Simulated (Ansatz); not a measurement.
# Ag2O (space group Pn-3m, No. 224)

Space group Pn-3m, origin choice 1 (No. 224); a = b = c = 4.707 Å, α = β = γ = 90.00°

```csv
atom,site,symmetry,x,y,z
Ag,4b,.-3m,0.2500,0.2500,0.2500
O,2a,-43m,0.0000,0.0000,0.0000
```

The values are results of PBEsol (Ansatz, an electronic-structure program), no SOC, not measurements. Γ-centred 7×7×7 mesh, Fermi–Dirac width 0.05 eV.

| Property | Value |
|---|---|
| Volume per atom | 17.38 Å³ |
| Density | 7.38 g/cm³ |
| Band gap | zero |
| Total energy | -5200.968 eV/atom (σ→0; compares only within this code and set-up) |

No phonon test of stability was made. No Hubbard U is applied, and correlation can decide whether such a compound is a metal. All final runs are without spin polarisation. The zero or small gap of Ag2O can change with the level of theory.
